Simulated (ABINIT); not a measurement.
ABINIT run on Cl2 (Cmce, 4 atoms in the cell): self-consistent single point.

Method of the run: PBE, PAW (JTH v2.0 PBE PAW) (plane waves; ABINIT).

The change in words: lattice scaled by 0.98. Reference geometry:
```
CELL_PARAMETERS angstrom
      3.26421    -2.05747     0.00000
      3.26421     2.05747     0.00000
      0.00000     0.00000     8.40240
ATOMIC_POSITIONS crystal
  Cl 0.88548 0.11452 0.60475
  Cl 0.11452 0.88548 0.39525
  Cl 0.61452 0.38548 0.10475
  Cl 0.38548 0.61452 0.89525
```

Reference input (self-consistent single point, DFT, PBE, plane waves, PAW (JTH v2.0 PBE PAW)): pseudos = [Cl.GGA_PBE-JTH.xml]; ecut = 707 eV; pawecutdg = 1415 eV; pawxcdev = 0; occopt = 3; tsmear = 0.02 eV; ngkpt = 9 9 4; nshiftk = 1; shiftk = 0 0 0; potentials = JTH v2.0 PBE PAW; nband = 19; kptopt = 1. This run's input differs from it in these lines:

```diff
@@ -3,6 +3,6 @@
 pseudos "Cl.GGA_PBE-JTH.xml"
-acell 7.2915559621 7.2915559621 15.8782347896
+acell 7.1457254058 7.1457254058 15.5606700938
 rprim
-         0.8459721761   -0.5332270410    0.0000000000
-         0.8459721761    0.5332270410    0.0000000000
+         0.8459721359   -0.5332271047    0.0000000000
+         0.8459721359    0.5332271047    0.0000000000
          0.0000000000    0.0000000000    1.0000000000
@@ -13,6 +13,6 @@
 xcart
-         3.2642050000   -1.5862270712    5.0813514000
-         3.2642050000    1.5862270712    3.3210486000
-         3.2642050000   -0.4712429288    0.8801514000
-         3.2642050000    0.4712429288    7.5222486000
+         3.1989210000   -1.5545028382    4.9797243720
+         3.1989210000    1.5545028382    3.2546276280
+         3.1989210000   -0.4618181618    0.8625483720
+         3.1989210000    0.4618181618    7.3718036280
       Angstrom
```

The program printed (abridged):

```
--- !BeginCycle
solver: {iscf: 17, nstep: 100, nline: 4, wfoptalg: 10, }
tolerances: {tolvrs: 1.00E-10, }
...

     iter   Etot(hartree)      deltaE(h)  residm     nres2
 ETOT  1  -60.448954840742    -6.045E+01 6.625E-02 1.160E+01
 ETOT  2  -60.489026178973    -4.007E-02 6.622E-03 1.006E+00
 ETOT  3  -60.487582596012     1.444E-03 2.060E-03 2.502E-02
 ETOT  4  -60.487646703793    -6.411E-05 1.563E-03 4.327E-03
 ETOT  5  -60.487665897633    -1.919E-05 1.012E-03 2.201E-04
   [... 2 lines left out ...]
 ETOT  8  -60.487667728103    -2.591E-08 2.837E-04 1.719E-07
 ETOT  9  -60.487667730432    -2.330E-09 1.309E-04 1.039E-08
 ETOT 10  -60.487667730556    -1.236E-10 1.308E-04 8.256E-10
 ETOT 11  -60.487667730564    -8.036E-12 5.321E-05 9.267E-11
 At SCF step   11       nres2   =  9.27E-11 < tolvrs=  1.00E-10 =>converged.

 Cartesian components of stress tensor (hartree/bohr^3)
  sigma(1 1)= -5.93760410E-05  sigma(3 2)=  0.00000000E+00
  sigma(2 2)= -1.15188542E-04  sigma(3 1)=  0.00000000E+00
  sigma(3 3)= -2.45067256E-04  sigma(2 1)=  0.00000000E+00

 ----iterations are completed or convergence reached----

 reduced coordinates (array xred) for    4 atoms
       0.885480002813      0.114520001593      0.604750001550
       0.114520001593      0.885480002813      0.395250002819
       0.614520001593      0.385480002813      0.104750001550
       0.385480002813      0.614520001593      0.895250002819
 cartesian forces (eV/Angstrom) at end:
    1      0.00000000000000     0.60559245766459     1.12909023261706
   [... lines left out ...]
 Fermi (or HOMO) energy (hartree) =   0.10222   Average Vxc (hartree)=  -0.30421
   [... lines left out ...]
'-kT*entropy'       : -6.94063165118699E-15
total_energy        : -6.04876671538433E+01
total_energy_eV     : -1.64595312971914E+03
...

-Cartesian components of stress tensor (GPa)         [Pressure=  4.1153E+00 GPa]
- sigma(1 1)= -1.74690314E+00  sigma(3 2)=  0.00000000E+00
- sigma(2 2)= -3.38896334E+00  sigma(3 1)=  0.00000000E+00
- sigma(3 3)= -7.21012638E+00  sigma(2 1)=  0.00000000E+00

 Calculation completed.
```

The run converged in 11 iterations. Against the reference run the free energy goes up by 29.8 meV/atom, the pressure goes from 1.77 to 4.12 GPa, the largest force goes from 0.482 to 1.281 eV/Å and the gap on the mesh goes from 2.257 to 2.465 eV.

The starting cell comes from a database of computed structures (which also holds hypothetical and non-ambient phases and stackings), without a prior relaxation at this level. For this run, on top of that: lattice scaled by 0.98. With a pressure of about 4 GPa the cell is away from its equilibrium volume at this level. Forces in this geometry exceed 1 eV/Å.

Cost on one core of a shared machine: roughly 7 min.
